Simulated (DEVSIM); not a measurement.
Device: abrupt InP p-n junction, at 300 K.

```
layer (left to right)  material  thickness (μm)  Nd (cm⁻³)  Na (cm⁻³)  τn (s)  τp (s)
---------------------  --------  --------------  ---------  ---------  ------  ------
1                           InP           0.290          -     6.4e17  6.7e-9  6.7e-9
2                           InP            2.80     7.1e15          -  6.7e-9  6.7e-9
```

Left contact: ohmic. Right contact: ohmic. Voltage is applied to the left contact. Recombination: SRH at mid-gap, Auger. Mobility is μmin + (μ − μmin)/(1 + (N/Nref)^α).

Constants are typed, rounded textbook-type inputs, not results; the design itself was drawn at random and stands for no fabricated device. Values at 300 K.

```
parameter         InP
-------------  ------
gap (eV)        1.344
affinity (eV)    4.38
permittivity     12.5
Nc (cm⁻³)      5.7e17
Nv (cm⁻³)      1.1e19
μn (cm²/Vs)      5200
μp (cm²/Vs)       170
μn,min            400
μp,min             10
Nref,n           3e17
Nref,p         4.9e17
αn               0.47
αp               0.62
Cn (cm⁶/s)      9e-31
Cp (cm⁶/s)      9e-31
```

Model (solved in DEVSIM): 1D drift-diffusion, Boltzmann statistics, complete ionisation; no tunnelling, impact ionisation, image-force lowering or self-heating.

The thickness of layer 1 was swept, all else fixed.

```csv
thickness of layer 1 (μm),dark forward voltage at 100 A/cm² (V),dark forward voltage at 1 A/cm² (V)
0.058,1.033,0.906
0.1,1.045,0.917
0.17,…,…
0.29,1.066,0.933
0.49,1.075,0.939
0.87,1.083,0.943
1.4,1.089,0.945
```

**Question.** Complete the blanks.

**Answer.** 
- 0.17, dark forward voltage at 100 A/cm² (V): 1.056
- 0.17, dark forward voltage at 1 A/cm² (V): 0.926
